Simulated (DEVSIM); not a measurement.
Device: Ti/SiO2/n-Si capacitor, at 300 K.

```csv
layer (left to right),material,thickness (nm),Nd (cm⁻³)
1,SiO2,3.00,-
2,Si,2100,7.8e16
```

Metal gate on the left, work function 4.33 eV. Fixed charge at the semiconductor interface 4.1e10 cm⁻² (in units of +e); no interface traps.

Constants are typed, rounded textbook-type inputs, not results; the design itself was drawn at random and stands for no fabricated device. Values at 300 K; Nc and Nv go as T^1.5, mobilities as T to minus their exponent, the gap by Varshni's rule with the affinity fixed.

```tsv
parameter	SiO2	Si
gap (eV)	9	1.124
affinity (eV)	0.9	4.05
permittivity	3.9	11.7
Nc (cm⁻³)	-	2.86e19
Nv (cm⁻³)	-	3.1e19
Varshni α (eV/K)	-	0.000473
Varshni β (K)	-	636
```

Simulated with DEVSIM: 1D Poisson equation in equilibrium, Boltzmann statistics, complete ionisation; no quantum confinement or tunnelling. Metal contacts follow the ideal Schottky-Mott rule: no Fermi-level pinning, no interface dipoles.

The temperature was swept, all else fixed.

```csv
temperature (K),threshold voltage (band bending 2φF) (V),minimum of the low-frequency capacitance (μF/cm²),flat-band voltage (V)
250,-0.87,0.0869,0.15
300,-0.82,0.0911,0.12
350,-0.77,0.0994,0.09
400,-0.71,0.106,0.06
450,-0.66,0.118,0.02
500,-0.60,0.134,-0.01
```

From the first row to the last the threshold voltage (band bending 2φF) goes from -0.87 to -0.60. From the first row to the last the minimum of the low-frequency capacitance goes from 0.0869 to 0.134.
